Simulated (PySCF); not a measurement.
PySCF 2.14.0, unrestricted WB97X/def2-svp, df: Hf(OH)3 ([OH][Hf]([OH])[OH]), charge 0, multiplicity 2, 7 atoms. The geometry is a generated start, not checked to be a minimum at this level.

```yaml
task: energy
method: wb97x
basis: def2-svp
two_electron_scheme: density fitting
mol.max_memory: 3000 MB
mf.max_cycle: 100
mf.conv_tol: 1e-09 (default)
mf.grids.level: 3 (default)
effective_core_potentials: those of the basis set, past Kr
basis_functions: 89
grid_points: 95464
```

```xyz
7

Hf     0.1039    -0.2639     0.2829
O      1.6014    -0.3687    -0.8185
H      1.6626     0.2360    -1.5694
O     -0.4280    -1.0697     1.8703
H     -1.2687    -0.8054     2.2677
O     -0.9817     0.9660    -0.5892
H     -0.6894     1.3057    -1.4438
```

Charge 0 and multiplicity 2 are set for this test and not shown to be the ground state.

With the defaults (mf.diis = true, mf.damp = 0, mf.diis_start_cycle = 1, mf.diis_damp = 0, mf.DIIS = CDIIS, mf.init_guess = minao, mf.diis_space = 8) it converges in 15 Fock builds. One run each on 2 threads, 1 BLAS thread, with these changes:
- mf.diis_space = 12
- mf.diis = false
- mf.diis = false, mf.damp = 0.7, mf.diis_start_cycle = 999
- mf.diis_space = 3
- mf.init_guess = 1e
- mf.init_guess = mod_huckel
- mf.damp = 0.3, mf.diis_start_cycle = 4
- mf.diis_damp = 0.3
- mf.DIIS = ADIIS

Name the settings that don't reach the solution of the defaults.

No convergence: mf.diis = false (the run ends without SCF convergence in 100 cycles). The rest reach the solution of the defaults.

| setting | Fock builds | end |
|---|---|---|
| the defaults | 15 | same solution |
| mf.diis_damp = 0.3 | 15 | same solution |
| mf.diis_space = 12 | 15 | same solution |
| mf.init_guess = mod_huckel | 15 | same solution |
| mf.damp = 0.3, mf.diis_start_cycle = 4 | 16 | same solution |
| mf.init_guess = 1e | 22 | same solution |
| mf.diis_space = 3 | 22 | same solution |
| mf.DIIS = ADIIS | 25 | same solution |
| mf.diis = false, mf.damp = 0.7, mf.diis_start_cycle = 999 | 62 | same solution |
| mf.diis = false | 101 | no convergence |
